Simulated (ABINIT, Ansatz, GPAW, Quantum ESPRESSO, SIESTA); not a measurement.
# Mg2ZnP2 (P3m1, 5 atoms in the cell) computed with different codes at matched settings

Self-consistent single point, at a second geometry (lattice scaled by 0.98). First geometry:

```
CELL_PARAMETERS angstrom
      4.10720     0.00000     0.00000
     -2.05360     3.55694     0.00000
      0.00000     0.00000     6.69570
ATOMIC_POSITIONS crystal
  Mg 0.66667 0.33333 0.63415
  Mg 0.33333 0.66667 0.99427
  Zn 0.00000 0.00000 0.36142
  P  0.00000 0.00000 0.76671
  P  0.66667 0.33333 0.24345
```

Shared settings, as Ansatz (a quantum-chemistry and plane-wave program) writes them: kpoints.mp_grid.grid = 6 6 4; scf.occupations.method = fixed. Potentials and cutoffs stand in the table.

| code | model | ΔF from the first geometry (meV/atom) | pressure (GPa) | largest force (eV/Å) | gap on the mesh (eV) | cutoff |
|---|---|---|---|---|---|---|
| SIESTA | GGA PBEsol, numerical atomic orbitals DZP, PseudoDojo PBEsol standard norm-conserving potentials (rewritten from UPF to PSML) | -24.1 | -1.13 | 0.293 | 1.160 | grid 400 Ry |
| ABINIT | PBEsol, PAW (JTH v2.0 PBE PAW, files made for PBE) | -23.2 | -1.33 | 0.085 | 1.069 | 30 Ha |
| GPAW | PBEsol, GPAW PAW datasets PBEsol (made by gpaw-setup) | -23.1 | -1.25 | 0.089 | 1.075 | 800 eV |
| Quantum ESPRESSO | PBEsol, SSSP 1.1.2 efficiency (PBE) pseudopotentials | -22.3 | -1.27 | 0.114 | 1.045 | 50 Ry |
| Ansatz | PBEsol, PAW files made with PBE | -23.5 | -1.34 | 0.085 | 1.068 | default |

Size of the force on each atom (eV/Å): Sizes of forces hide their directions.

```csv
code,Mg1,Mg2,Zn3,P4,P5
SIESTA,0.092,0.204,0.039,0.251,0.293
ABINIT,0.028,0.011,0.010,0.085,0.055
GPAW,0.030,0.007,0.014,0.089,0.065
Quantum ESPRESSO,0.034,0.015,0.021,0.114,0.086
Ansatz,0.028,0.011,0.008,0.085,0.054
```

Gaps are read on the mesh.

The spread over the programs that give each value: ΔF from the first geometry within 1.8 meV/atom; pressure within 0.21 GPa; largest force within 0.208 eV/Å; gap on the mesh within 0.115 eV.

SIESTA uses small atom-centred bases, whose incompleteness enters pressures, forces and empty levels differently from a plane-wave cutoff. Ansatz's pressure is given at a fixed set of plane waves, as the other plane-wave codes print theirs. In the force vectors, SIESTA (by 0.232) lies more than 0.08 eV/Å from the median of the plane-wave programs.

The starting cell comes from a database of computed structures (which also holds hypothetical and non-ambient phases and stackings), without a prior relaxation at this level. Its lattice was rescaled by a random factor within 2.5 % of one. For this run, on top of that: lattice scaled by 0.98.

Left out of this page: CP2K (unsound by tests on forces, stress, charge or solver warnings).

Keys are those of Ansatz 0.2.
